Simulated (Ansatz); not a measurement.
SiC under load (space group F-43m), r2SCAN with spin-orbit coupling, rigid bands (Ansatz, a quantum-chemistry and plane-wave program). Condition of this run: hydrostatic pressure of 10 GPa (compression positive) (the target of the relaxation). Band gap 1.68 eV, N_c = 1.36e19 cm⁻³ and N_v = 1.44e20 cm⁻³ at 300 K, conductivity masses of 0.292 mₑ (electrons) and 0.686 mₑ (holes). Take k_BT = 0.02585 eV.

Task: What thermal injection velocity √(2k_BT/πm) limits a ballistic channel?

Result: 9.96e6 cm/s for electrons and 6.50e6 cm/s for holes, a ratio of √(m_h/m_e) = 1.53, for dilute carriers.

Task: What built-in voltage has an abrupt junction with N_A = 1e16 and N_D = 1e18 cm⁻³, all dopants ionised?

Result: V_bi = E_g/e − (k_BT/e) ln(N_c N_v/(N_A N_D)) = 1.68 − 0.02585 × 12.19 = 1.36 V, for the computed gap.

Task: Find the intrinsic carrier density and the intrinsic Fermi level.

Result: n_i = √(N_c N_v) exp(−E_g/2k_BT) = 4.43e19 × exp(−32.49) = 3.4e5 cm⁻³. The level lies (k_BT/2) ln(N_v/N_c) = 31 meV from mid-gap (positive towards the conduction band). Each 0.1 eV added to the gap lowers n_i by a factor of 6.9.

Rigid bands with the computed gap; masses take one relaxation time for all states. Geometry: cell and atoms relaxed with PBEsol.
